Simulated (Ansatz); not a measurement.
Input:

```xyz
2
Lattice="0.0000 2.7830 2.8703 2.7830 0.0000 2.8703 2.7830 2.7830 0.0000" Properties=species:S:1:pos:R:3 pbc="T T T"
Ga     0.0000     0.0000     0.0000
As     1.3915     1.3915     1.4352
```

Computed with PBEsol with spin-orbit coupling, rigid bands (plane waves, PAW; Ansatz, a program for electronic structure). Condition of this run: biaxial stress xx = yy = 2 GPa (compression positive) (the target of the relaxation). How the cell was made: cell and atoms relaxed with PBEsol, then loaded as said.

Question: Predict the electron conductivity mass (n e² τ/σ) at 300 K, by direction if it differs.

Answer: 0.035 (x), 0.035 (y), 0.043 (z) mₑ.

Question: What conductivity effective mass do dilute holes have at 300 K?

Answer: 0.25 (x), 0.25 (y), 0.45 (z) mₑ.

Question: And the band gap?

Answer: 0.38 eV at this level; semilocal functionals usually fall short of the measured gap.

Rigid bands, one relaxation time for all states, no polarons.
